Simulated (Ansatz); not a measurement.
**ZnO (P6_3mc): band-edge transport data**

Input:

```yaml
crystal:
  lattice:
    - [3.17477, 0.00000, 0.00000]
    - [-1.58738, 2.74943, 0.00000]
    - [0.00000, 0.00000, 5.49362]
  atoms:
    - { symbol: Zn, position: [0.33333, 0.66667, 0.00587] }
    - { symbol: Zn, position: [0.66667, 0.33333, 0.50587] }
    - { symbol: O, position: [0.33333, 0.66667, 0.36913] }
    - { symbol: O, position: [0.66667, 0.33333, 0.86913] }
```

Computed with PBE with spin-orbit coupling, rigid bands (plane waves, PAW; Ansatz, a quantum-chemistry and plane-wave program). Condition of this run: uniaxial stress along c of -8.8 GPa (compression positive) (the target of the relaxation). Cell: cell and atoms relaxed with PBEsol, then loaded as said.

```yaml
band_gap: 0.64 eV
electron conductivity mass (300 K, dilute): 0.155 (x), 0.155 (y), 0.144 (z) mₑ
hole conductivity mass (300 K, dilute): 1.93 (x), 1.93 (y), 2.7 (z) mₑ
effective density of states N_c (300 K): 1.4e18 cm⁻³
effective density of states N_v (300 K): 1.0e20 cm⁻³
density_of_states_mass_electrons: 0.144 mₑ
density_of_states_mass_holes: 2.6 mₑ
Seebeck coefficient, n-type 1e19 cm⁻³, 300 K: -91 μV/K
best n-type power factor at 300 K for τ = 10 fs (best axis; densities from 1e16 to 1e21 cm⁻³ tried, whether or not they can be reached): 1.50 μW/(cm·K²) at 3e18 cm⁻³
Seebeck coefficient, p-type 1e19 cm⁻³, 300 K: 446 μV/K
best p-type power factor at 300 K for τ = 10 fs (best axis; densities from 1e16 to 1e21 cm⁻³ tried, whether or not they can be reached): 12.2 μW/(cm·K²) at 3e20 cm⁻³
```

Rigid bands; masses and Seebeck coefficients take one relaxation time τ for all states and one kind of carrier; polarons and phonon drag are left out. Geometry: cell and atoms relaxed with PBEsol.
